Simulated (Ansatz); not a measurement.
# The (100) surface of bcc Nb in its 1x1 cell, outermost plane spacing 1.66 Å in the ideal cut

Method: r2SCAN, at the PBE geometry (plane waves to 500 eV, PAW; Ansatz, an electronic-structure program).

Model: 7-atom slab, 9.9 Å thick at the start (thin: gaps and levels are the slab's own), 11x11x1 mesh, Fermi-Dirac 0.1 eV, dipole correction, single point; on the structure that PBE left under its start's symmetry; no spin, no spin-orbit, no U.

```json
{
  "surface energy (mean of both faces)": "2.49 J/m²",
  "work_function_of_the_top_face": "3.54 eV",
  "cost": "roughly 40 core-seconds"
}
```
